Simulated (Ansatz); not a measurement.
Effect of isotropic strain −2.50 % on Rh

Take Rh in the fcc (Cu type) structure (space group Fm-3m, No. 225; a = 3.7816 Å; relaxed with 0.1 eV smearing) as the base.

Now apply this change: the cell is scaled by 0.9750 in all directions, atoms relaxed at fixed cell.

Method: PBEsol in Ansatz (plane waves to 420 eV, PAW, scalar-relativistic without spin-orbit coupling). Γ-centred 30×30×30 mesh, Fermi–Dirac width 0.1 eV.

The space group is still Fm-3m (No. 225) and the shortest interatomic distance falls by 6.7 pm to 260.7 pm. The energy grows by 77 meV/atom and the band gap stays zero.

Final structure:

```yaml
crystal:
  lattice:
    - [0.00000, 1.84352, 1.84352]
    - [1.84352, 0.00000, 1.84352]
    - [1.84352, 1.84352, 0.00000]
  atoms:
    - { symbol: Rh, position: [0.00000, 0.00000, 0.00000] }
```

Whether these cells are dynamically stable was not tested. The final runs are not spin-polarised.

Ansatz is a quantum-chemistry and plane-wave program.
